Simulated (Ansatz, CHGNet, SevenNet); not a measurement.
CsCl-type TiCo: properties by level of theory

Reference values: lattice constant a 2.995 Å (measured, room temperature, not corrected to a static lattice; as tabulated in Yamada et al. (2019), arXiv:1910.09660); formation enthalpy -0.428 ± 0.009 eV/atom (measured, 298 K, copied from a table, unchecked, not corrected to a static lattice; as tabulated in Wang et al. (2021), doi:10.1038/s41598-021-94550-5).

```json
[
 {"level (code)": "CHGNet 0.3.0", "lattice constant a (Å)": "2.982", "enthalpy of formation (eV/atom)": "…"},
 {"level (code)": "CHGNet-r²SCAN", "lattice constant a (Å)": "2.978", "enthalpy of formation (eV/atom)": "-0.409"},
 {"level (code)": "SevenNet-0", "lattice constant a (Å)": "2.979", "enthalpy of formation (eV/atom)": "-0.446"},
 {"level (code)": "LDA (Ansatz)", "lattice constant a (Å)": "2.902", "enthalpy of formation (eV/atom)": "-0.450"},
 {"level (code)": "revPBE (Ansatz)", "lattice constant a (Å)": "2.990", "enthalpy of formation (eV/atom)": "-0.358"},
 {"level (code)": "HSE06 (Ansatz)", "lattice constant a (Å)": "…", "enthalpy of formation (eV/atom)": "-0.097"}
]
```

Problem. Complete the blanks.

Solution. 
- CHGNet 0.3.0, enthalpy of formation (eV/atom): -0.464
- HSE06 (Ansatz, a program for electronic structure), lattice constant a (Å): 2.938

Differences from the reference values (errors of the level alone only where the reference is corrected to a static lattice):

```json
[
 {"level": "CHGNet 0.3.0", "lattice constant a (%)": "-0.43", "formation enthalpy (eV/atom)": "-0.036"},
 {"level": "CHGNet-r²SCAN", "lattice constant a (%)": "-0.57", "formation enthalpy (eV/atom)": "+0.019"},
 {"level": "SevenNet-0", "lattice constant a (%)": "-0.53", "formation enthalpy (eV/atom)": "-0.018"},
 {"level": "LDA", "lattice constant a (%)": "-3.11", "formation enthalpy (eV/atom)": "-0.022"},
 {"level": "revPBE", "lattice constant a (%)": "-0.17", "formation enthalpy (eV/atom)": "+0.070"},
 {"level": "HSE06", "lattice constant a (%)": "-1.90", "formation enthalpy (eV/atom)": "+0.331"}
]
```

Nearest: lattice constant a, not ranked (reference at room or unstated temperature); formation enthalpy, not ranked (one source).

Machine-learned potentials (CHGNet 0.3.0, CHGNet-r²SCAN, SevenNet-0) are trained on DFT data: a solid inside that data is no test of them.

Caveats: exact exchange on metals is sensitive to the k mesh and can open a false gap (HSE06); the run warned that the count of filled bands differs between k points (HSE06). Ansatz's density-functional and Hartree–Fock values are scalar-relativistic unless marked +SOC, with PAW data made under PBE.

The crystal itself was run without spin with LDA, revPBE, HSE06; a magnetic state was not tried in these runs.

Differences are worked out from the printed values.

Computed values are for the static lattice.
